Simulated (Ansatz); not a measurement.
Levels about the gap of amorphous Zr$_{20}$O$_{42}$Si (63 atoms in a cell of 789 Å³, 5.32 g/cm³; zone centre alone, so wide bands show as single levels with stretches between that a denser mesh fills), at the geometry that PBE relaxed, where it gives 0.0 GPa on a denser mesh. The participation number counts the atoms over which a state spreads; weights are charges in smoothed Voronoi cells. The levels come from a single point, so bond lengths are those of that geometry. Method of the levels: PBE, scalar-relativistic without spin-orbit coupling (Ansatz, a first-principles code). Sampling: the zone centre alone; Fermi-Dirac width 0.02 eV; no spin polarisation. At PBE the levels at the filled edge of the gap are localised (band-tail or defect states), and the nearest spread-out levels lie 3.6 eV apart at the zone centre.

Preparation: random packing, a CHGNet melt and quench, and a DFT relaxation. O atoms were pushed apart under 1.9 Å during the dynamics, to hinder bonds among them. The hot cell started wider than the set density and was brought back towards it in steps. It is the lowest in DFT energy of 2 quenches. It is a model cell: composition and starting density were chosen by hand, and all elements were melted together. No dispersion term was used. Its density started from a set value of 5.14 and ended at 5.32 g/cm³. Cooling (nominally 300 K/ps over its main leg) ran many orders faster than in experiment, which tends to leave more defects and strain. A cell of this size samples the disorder only roughly. The volume was free in the relaxation, at fixed shape. Stress components on the final sampling reach 2.7 GPa. On a 2×2×2 Γ-centred mesh force components of up to 0.12 eV/Å stay, since the relaxation ran on the zone centre alone.

| E - E(highest filled), eV | filling | participation number | largest on | weight O | weight Zr | weight Si |
|---|---|---|---|---|---|---|
| -0.43 | filled | 23.9 | O, 3 neighbours | 0.94 | 0.06 | 0.00 |
| -0.33 | filled | 18.7 | O, 2 neighbours | 0.94 | 0.05 | 0.00 |
| -0.27 | filled | 16.3 | O, 2 neighbours | 0.94 | 0.06 | 0.00 |
| -0.26 | filled | 16.8 | O, 2 neighbours | 0.94 | 0.06 | 0.00 |
| -0.12 | filled | 7.5 | O, 3 neighbours | 0.95 | 0.05 | 0.00 |
| -0.03 | filled | 6.8 | O, 3 neighbours | 0.95 | 0.05 | 0.00 |
| 0.00 | filled | 7.9 | O, 2 neighbours | 0.94 | 0.06 | 0.00 |
| 3.39 | empty | 14.5 | Zr, 6 neighbours | 0.34 | 0.66 | 0.00 |
| 3.46 | empty | 20.7 | Zr, 6 neighbours | 0.33 | 0.67 | 0.00 |
| 3.57 | empty | 27.6 | Zr, 8 neighbours | 0.34 | 0.66 | 0.00 |
| 3.70 | empty | 24.8 | Zr, 6 neighbours | 0.36 | 0.64 | 0.00 |
| 3.79 | empty | 23.1 | Zr, 6 neighbours | 0.34 | 0.66 | 0.00 |
| 3.87 | empty | 20.4 | Zr, 6 neighbours | 0.34 | 0.66 | 0.00 |
| 3.92 | empty | 21.6 | Zr, 6 neighbours | 0.33 | 0.67 | 0.00 |

Most localised among these is the filled level at -0.03 eV, on a O atom, which has 3 neighbours (Zr 2.08 Å, Zr 2.10 Å, Zr 2.23 Å).
